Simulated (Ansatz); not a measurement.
Cubic perovskite CsHgBr₃ (idealised or unconfirmed structure) was calculated with LDA in Ansatz (plane waves, PAW).

Numerical settings: plane-wave cutoff 520 eV, 10×10×10 k mesh, Fermi–Dirac smearing 0.05 eV, scalar-relativistic PAW data made under PBE.

The volume scan:

```json
[
 {"V (Å³/atom)": "30.283", "E − E_lowest (meV/atom)": "14.57", "P (GPa)": "2.554"},
 {"V (Å³/atom)": "30.927", "E − E_lowest (meV/atom)": "6.25", "P (GPa)": "1.602"},
 {"V (Å³/atom)": "31.571", "E − E_lowest (meV/atom)": "1.53", "P (GPa)": "0.761"},
 {"V (Å³/atom)": "32.216", "E − E_lowest (meV/atom)": "0.00", "P (GPa)": "0.017"},
 {"V (Å³/atom)": "32.860", "E − E_lowest (meV/atom)": "1.28", "P (GPa)": "-0.640"},
 {"V (Å³/atom)": "33.504", "E − E_lowest (meV/atom)": "5.04", "P (GPa)": "-1.219"},
 {"V (Å³/atom)": "34.149", "E − E_lowest (meV/atom)": "11.00", "P (GPa)": "-1.731"}
]
```

Estimate the bulk modulus from the pressures at 31.571 and 32.860 Å³/atom, and compare it with a fit to all energies.

B = −V dP/dV. Between V = 31.571 and 32.860 Å³/atom, dP/dV = (-0.640 − (0.761))/(32.860 − 31.571) = -1.09 GPa per Å³/atom; at the midpoint 32.215 Å³/atom this gives B ≈ 35.0 GPa. The third-order Birch–Murnaghan fit gives V0 = 32.232 Å³/atom, B0 = 34.8 GPa, B′ = 5.2, which lies within 1 % of that estimate.

Note: the relaxation could not lower the start's symmetry, so the cell can be a saddle point above a distorted one.

Spin–orbit coupling is not included; it can open a gap where bands touch, and shift volumes and moduli.

Ansatz is an electronic-structure program.
